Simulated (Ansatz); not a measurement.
Checking a run of Ansatz (a quantum-chemistry and plane-wave program) on W2N (P-62m, 9 atoms in the cell). The aim is a self-consistent single point with DFT, PBEsol, plane waves, default PAW files made with PBE.

Cell that was meant: a = 6.1107 Å, b = 6.1107 Å, c = 3.5737 Å, α = 90.00°, β = 90.00°, γ = 120.00°.

Part of the input:

Ansatz 0.2 input:
```yaml
    - { symbol: N, position: [0.00000000, 0.00000000, 0.50000000] }
    - { symbol: N, position: [0.33333300, 0.66666700, 0.00000000] }
    - { symbol: N, position: [0.66666700, 0.33333300, 0.00000000] }
basis:
  ecutwfc: 15.4 Ry
kpoints:
  mp_grid: { grid: [5, 5, 8] }
hamiltonian:
```

Output, abridged:

```
   [... lines left out ...]
PAW frozen core: N, regenerated for the run's functional, and the local potential with it
Initial density: superposition of atomic densities (neutral atoms: chi_scale 0, normalization atom), corrected by the library's trained network
Initial wavefunctions: pseudopotential atomic-orbital guess
Eigensolver: davidson
Functional: x = pbesol(κ = 0.804, μ = 0.12345679012345678), c = pbesol(β = 0.046)
SCF iter   1: F=—  HF=-62643.885798 eV  |F-HF|=—  |Δ(HF+E_count)|=         —  Δρ=7.38e-2  dr2=3.21e0  ethr=1.77e-3  ⟨swp⟩=4.0  Hψ=5406  notcnv=0
all-band conjugate gradients solve this SCF's bands
preconditioner: auto → Kerker (q_TF=auto, 2.659 Å⁻¹)
SCF iter   2: F=—  HF=-62642.899351 eV  |F-HF|=—  |Δ(HF+E_count)|=   9.86e-1  Δρ=3.73e-2  dr2=7.34e-1  ethr=1.77e-3  ⟨swp⟩=2.0  Hψ=2498  notcnv=0  defer=95
   [... lines left out ...]
SCF iter   5: F=—  HF=-62642.568141 eV  |F-HF|=—  |Δ(HF+E_count)|=   3.39e-5  Δρ=5.97e-5  dr2=4.55e-6  ethr=1.06e-7  ⟨swp⟩=2.0  Hψ=1978  notcnv=0  defer=95
SCF iter   6: F=—  HF=-62642.568173 eV  |F-HF|=—  |Δ(HF+E_count)|=   3.22e-5  Δρ=1.05e-5  dr2=1.24e-7  ethr=4.59e-9  ⟨swp⟩=2.0  Hψ=2075  notcnv=0  defer=95
SCF iter   7: F=-62642.568173 eV  HF=-62642.568173 eV  |F-HF|=4.80e-10  |Δ(HF+E_count)|=   3.05e-8  Δρ=1.44e-6  dr2=1.81e-9  ethr=1.01e-10  ⟨swp⟩=9.8  Hψ=5018  notcnv=0
SCF 1 converged in 7 iterations: F = -62642.568173 eV  dr2 = 1.81e-9
Free energy (F): -62642.568173 eV
Internal energy: -62642.562525 eV  (E = F + TS)
E sigma→0 (E₀):  -62642.565349 eV
Entropy (-TS):   -0.005647 eV (-0.627 meV/atom)
Fermi energy:    20.863022 eV
--- Forces (eV/Å), atoms counted from 1 ---
  atom   1  W      0.27800783     0.00000000     0.00000000
  atom   2  W     -0.13900392     0.24076184     0.00000000
  atom   3  W     -0.13900392    -0.24076184    -0.00000000
  atom   4  W      0.41262362     0.00000000     0.00000000
  atom   5  W     -0.20631181     0.35734254     0.00000000
  atom   6  W     -0.20631181    -0.35734254    -0.00000000
  atom   7  N      0.00000000    -0.00000000    -0.00000000
  atom   8  N     -0.00000000     0.00000000     0.00000000
  atom   9  N     -0.00000000     0.00000000     0.00000000
--- Stress (GPa, compression-positive) ---
      -12.040880       0.000000       0.000000
       -0.000000     -12.040880      -0.000000
        0.000000      -0.000000     -14.733852
  P = ⅓ Tr σ = -12.9385 GPa (-129.385 kbar)
  The stress holds the Pulay correction. Without it, at fixed plane waves, as pw.x and ABINIT print it: P = -163.9783 GPa
```

### Question
Is this run sound? If not, what is wrong?

### Answer
The run is not sound. The fault is a basis or grid far too coarse for these potentials. The error of an incomplete plane-wave basis or grid does not cancel at such settings. To fix it, restore the cutoff that the potentials need and check convergence. The run converged in 7 iterations without an error; against the sound input the free energy rises by 2.66 eV/atom, the pressure goes from -16.63 to -12.94 GPa and the largest force goes from 0.900 to 0.413 eV/Å. At a fixed set of plane waves, without the program's Pulay estimate, the pressure is -163.98 GPa against -16.90 GPa.

The sound input it was made from differs as follows (other fixes are possible):
```diff
-basis:
-  ecutwfc: 15.4 Ry
```

With that input, the run converged in 7 iterations: free energy E − TS (on the zero of these files) -62666.5505 eV; Fermi level (on the code's own zero) 20.74 eV; pressure -16.63 GPa; largest force (vector length) 0.900 eV/Å (DFT, PBEsol, plane waves, default PAW files made with PBE).

On the sound input: the starting cell was generated: these elements placed on a structure prototype, without a prior relaxation; it need not be a known phase or ordering of this composition. Spin polarisation is off; with an odd number of electrons in the cell that forces a metal, and a magnetic state may lie lower. With a pressure of about -17 GPa the cell is away from its equilibrium volume at this level. Ansatz's pressure includes its estimate of the finite-basis (Pulay) stress.
